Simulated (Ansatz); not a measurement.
Input:

```yaml
crystal:
  lattice:
    - [6.88096, 0.00000, 0.00000]
    - [0.00000, 6.88096, 0.00000]
    - [3.44048, -3.44048, 2.91288]
  atoms:
    - { symbol: O, position: [0.50464, 0.31510, 0.63021] }
    - { symbol: O, position: [0.74536, 0.93490, 0.86979] }
    - { symbol: O, position: [0.38485, 0.93490, 0.86979] }
    - { symbol: O, position: [0.86515, 0.31510, 0.63021] }
    - { symbol: O, position: [0.31510, 0.50464, 0.36979] }
    - { symbol: O, position: [0.93490, 0.38485, 0.13021] }
    - { symbol: O, position: [0.93490, 0.74536, 0.13021] }
    - { symbol: O, position: [0.31510, 0.86515, 0.36979] }
    - { symbol: Si, position: [0.50000, 0.50000, 0.00000] }
    - { symbol: Si, position: [0.75000, 0.75000, 0.50000] }
    - { symbol: Hf, position: [0.25000, 0.25000, 0.50000] }
    - { symbol: Hf, position: [0.00000, 0.00000, 0.00000] }
```

No spin polarisation.

The values are results of PBEsol/PAW in Ansatz (a program for electronic structure), no spin-orbit coupling, not measurements. k-mesh 6×6×6 (Γ-centred); smearing 0.05 eV (Fermi–Dirac).

Problem. What is the computed mean in-plane stress (compression positive)?

Solution. -13.8 GPa.

Problem. Predict the space group.

Solution. I4_1/amd (No. 141).

The cells carry an imposed strain or load. Stability against distortions was not tested. The cell was made from HfSiO4 (space group I4_1/amd, No. 141) by this change: biaxial strain +4.54 %, plane normal [001], relaxed out of plane.
